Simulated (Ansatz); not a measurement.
Zr under a change: biaxial strain +1.50 %, plane normal [001], relaxed out of plane

Consider Zr in the hcp (Mg type) structure (space group P6_3/mmc, No. 194; a = 3.182 Å, c = 5.124 Å; relaxed with 0.1 eV smearing). Axes: x lies along a and z along c of the hexagonal cell.

The change: tensile biaxial strain of 1.50 % in the plane normal to [001], as in epitaxy on a mismatched substrate; the out-of-plane cell vector and the atoms relax.

The values are results of PBEsol (Ansatz, a quantum-chemistry and plane-wave program; PAW; 420 eV plane waves; without spin-orbit coupling), not measurements. k-mesh 21×21×11 (Γ-centred); smearing 0.1 eV (Fermi–Dirac).

Volume per atom: 22.87 Å³ (base 22.47 Å³)
Pressure (mean of the normal stresses, compression positive): -1.5 GPa (base 0.0 GPa)
Band gap: zero (base zero)
Out-of-plane strain: -1.21 %
Mean in-plane stress (compression positive): -2.3 GPa

Whether these cells are dynamically stable was not tested. All final runs are without spin polarisation.
